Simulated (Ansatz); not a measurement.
The starting structures come from a database of crystals and need not be the phases stable at ambient conditions.

Tunnelling through a barrier is set by its complex band structure: the current falls as exp(−2κd) with the smallest κ.

Given:

```
AlSr3FO4
1.0
    7.42129     0.00000     0.00000
    1.12482     7.33555     0.00000
    3.14823    -3.66778     4.83363
Sr Al O F
6 2 8 2
Direct
  0.16874   0.83126   0.16252
  0.83126   0.16874   0.83748
  0.66874   0.33126   0.50000
  0.33126   0.66874   0.50000
  0.75000   0.75000   0.00000
  0.25000   0.25000   0.00000
  0.25000   0.25000   0.50000
  0.75000   0.75000   0.50000
  0.49417   0.20967   0.21550
  0.50583   0.79033   0.78450
  0.99417   0.70967   0.50000
  0.00583   0.29033   0.50000
  0.20967   0.49417   0.78450
  0.79033   0.50583   0.21550
  0.70967   0.99417   0.50000
  0.29033   0.00583   0.50000
  0.50000   0.50000   0.00000
  0.00000   0.00000   0.00000
```

Space group of this cell: I4/mcm. The cell is taken as given; by r2SCAN its mean pressure is -3.5 GPa.

Transport runs along the normal of the first two printed cell vectors, the (110) plane of the conventional cell.

The gap is the functional's own, uncorrected, and κ follows it; spin-orbit coupling is left out. Mid-gap values are interpolated between the computed energies.

Task: Give the band gap and the smallest decay constant κ at mid-gap that r2SCAN (Ansatz, a quantum-chemistry and plane-wave program) yields.

Result: Gap 4.77 eV on a 6×6×6 mesh; κ = 0.377 1/Å, at the zone centre.
